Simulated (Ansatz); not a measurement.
Nb on the Si site in 4H silicon carbide, relaxed from 2 sites or starts (the Si(h) site; the Si(k) site); at each charge the lowest end counts.

Level of theory: PBE, PAW (plane waves to 420 eV; Ansatz, an electronic-structure program). Details: 96-site cell; 2×2×2 shifted k-points; host gap 2.23 eV; charged states image-corrected; finite-size errors of tenths of an eV; flagged in the runs: for some of the defects a host whose relaxation on this sampling wasn't shown to rest, a strain field that reaches the edge of the cell.

```
charge  neighbours at the lowest end (Å)  corrected energy + q E_VBM, against the first (eV)
------  --------------------------------  --------------------------------------------------
+1        C 2.03, C 2.03, C 2.03, C 2.05                                                0.00
0         C 2.04, C 2.06, C 2.07, C 2.13                                                1.63
```

Charges from +2 to −1 were run. The lines E(q) + q E_F give the stable charge, which changes above the valence-band maximum at (+1/0) at 1.63 eV.
